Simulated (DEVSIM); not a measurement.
Device: illuminated Si n-on-p cell, one wavelength, at 300 K.

Layer 1 from the left is Si, thickness (μm) 0.110, Nd (cm⁻³) 5.5e17, τn (s) 5.8e-6, τp (s) 2.5e-6, absorption coefficient (cm⁻¹) 1300. Layer 2 from the left is Si, thickness (μm) 34.0, Na (cm⁻³) 2.8e17, τn (s) 2.5e-5, τp (s) 2.5e-5, absorption coefficient (cm⁻¹) 1300.

Left contact: ohmic, minority hole recombination velocity 40000 cm/s. Right contact: ohmic, minority electron recombination velocity 20 cm/s. Voltage is applied to the left contact. Recombination: SRH at mid-gap, radiative, Auger. Gap narrowing is on: ΔEg = 6.92 meV × (l + √(l² + 0.5)), l = ln(N/1.3e17 cm⁻³), shared equally by both band edges. Light enters at the left, 3.9e16 photons cm⁻² s⁻¹, one pass, no reflection. Mobility is μmin + (μ − μmin)/(1 + (N/Nref)^α).

The device is made up for the run: typed textbook-type constants, with dimensions and the other settings drawn at random. Values at 300 K.

Si: gap (eV) 1.124, affinity (eV) 4.05, permittivity 11.7, Nc (cm⁻³) 2.86e19, Nv (cm⁻³) 3.1e19, μn (cm²/Vs) 1417, μp (cm²/Vs) 470, μn,min 52, μp,min 45, Nref,n 9.7e16, Nref,p 2.2e17, αn 0.68, αp 0.72, B (cm³/s) 4.7e-15, Cn (cm⁶/s) 2.8e-31, Cp (cm⁶/s) 9.9e-32.

Simulated with DEVSIM: 1D drift-diffusion, Boltzmann statistics, complete ionisation; no tunnelling, impact ionisation, image-force lowering or self-heating.

Question: What does the simulation give for the dark forward voltage at 1 A/cm², the dark forward voltage at 100 A/cm²?

Answer: dark forward voltage at 1 A/cm² 0.688 V; dark forward voltage at 100 A/cm² 0.836 V.
